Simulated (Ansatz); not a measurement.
The parent structure is TiO₂ in the anatase structure (space group I4_1/amd, No. 141; a = 3.799 Å, c = 9.701 Å). Axes: x, y, z lie along a, b, c of the conventional cell.

Method: Ansatz (a program for electronic structure) PBE, no spin-orbit coupling.

Before the change:

| Quantity | Result |
|---|---|
| Band gap | 2.13 eV |
| Width of the top valence band | 0.84 eV |
| Pressure | 0.0 kbar |

Now apply this change: uniaxial strain ε_zz = −3.00 %, all other strain components held at zero; the atoms relax in the strained cell.

Q: What happens to the band gap, energy relative to the base, width of the top valence band and pressure?

A: The band gap decreases by 0.082 eV, from 2.13 eV to 2.04 eV; the energy grows by 6.3 meV/atom; the width of the top valence band increases by 0.05 eV to 0.89 eV; the pressure (mean of the normal stresses, compression positive) goes from zero to 48.9 kbar.

Whether these cells are dynamically stable was not tested. All final runs are without spin polarisation.
